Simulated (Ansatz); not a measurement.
The starting structures come from a database of crystals and need not be the phases stable at ambient conditions.

Tunnelling through a barrier is set by its complex band structure: the current falls as exp(−2κd) with the smallest κ.

Given:

```
CELL_PARAMETERS angstrom
      5.56401     0.00000     0.00000
      0.00000     8.14682     0.00000
      2.78201     0.00000     2.78201
ATOMIC_POSITIONS crystal
  Bi 0.00000 0.84506 0.50000
  Bi 0.50000 0.15494 0.50000
  Br 0.50000 0.65485 0.50000
  Br 0.00000 0.34515 0.50000
  O  0.00000 0.00000 0.00000
  O  0.50000 0.00000 0.00000
```

The cell was relaxed by PBE-D3(BJ).

Transport runs along the normal of the first two printed cell vectors, the (110) plane of the conventional cell.

No gap correction and no spin-orbit coupling; mid-gap is the computed energy nearest the middle.

Question: Compute, with r2SCAN in Ansatz (a program for electronic structure), the band gap and the smallest decay constant κ at mid-gap.

Answer: Gap 2.56 eV on a 12×4×12 mesh; κ = 0.243 1/Å, at (0.000, 0.250) of the in-plane reciprocal vectors. At the zone centre the slowest state has κ = 0.25 1/Å.
